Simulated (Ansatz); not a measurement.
Start from ZnGeP$_{2}$ in the chalcopyrite structure (space group I-42d, No. 122; a = 5.424 Å, c = 10.709 Å). Axes: x, y, z lie along a, b, c of the conventional cell.

Now apply this change: tensor shear ε_xy = +3.60 % (engineering shear γ = 0.0720), atoms relaxed at fixed cell.

All numbers come from PBEsol/PAW in Ansatz (an electronic-structure program), no SOC.

### Question
Give the band edges at the high-symmetry points of the new zone, measured from its valence-band maximum.

### Answer
```
point  valence edge (eV)  conduction edge (eV)
-----  -----------------  --------------------
Γ                   0.00                  0.58
Y                  -0.84                  0.68
C₀                 -1.51                  1.25
A₀                 -1.51                  1.25
Z                  -1.43                  0.88
B₀                 -1.12                  1.33
D₀                 -1.12                  1.33
T                  -1.03                  1.08
G₀                 -1.10                  1.48
H₀                 -1.10                  1.48
L                  -1.23                  2.06
```

The gap is 0.58 eV, direct at Γ.

The cells carry an imposed strain or load. Stability against distortions was not tested. Labels are those of the standard path for the cell's own space group.
